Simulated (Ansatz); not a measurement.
Reference: AlAs (F-43m), PBEsol with spin-orbit coupling, rigid bands (plane waves, PAW; Ansatz, a quantum-chemistry and plane-wave program); axes and stresses refer to this cell.

```
CELL_PARAMETERS angstrom
      0.00000     2.83731     2.83731
      2.83731     0.00000     2.83731
      2.83731     2.83731     0.00000
ATOMIC_POSITIONS crystal
  Al 0.00000 0.00000 0.00000
  As 0.75000 0.75000 0.75000
```

electron conductivity mass: 0.33 mₑ
Seebeck coefficient, p-type 1e19 cm⁻³: 303 μV/K
hole conductivity mass: 0.59 mₑ

Problem. After one change the values are electron conductivity mass 0.33 mₑ; Seebeck coefficient, p-type 1e19 cm⁻³ 249 μV/K; hole conductivity mass 0.39 mₑ. Which change was made?
A) uniaxial stress along [111] of -1 GPa (compression positive)
B) hydrostatic pressure -2 GPa
C) uniaxial stress along [110] of 2 GPa (compression positive)

Solution. C, uniaxial stress along [110] of 2 GPa (compression positive)

Masses are for dilute carriers at 300 K, harmonic means over directions unless an axis is named. Seebeck coefficients are for the stated density at 300 K, with one relaxation time for all states and whether or not that doping can be reached. Stresses and pressures are the targets of the relaxation.  The structure type is held under load, also where the real crystal would transform.
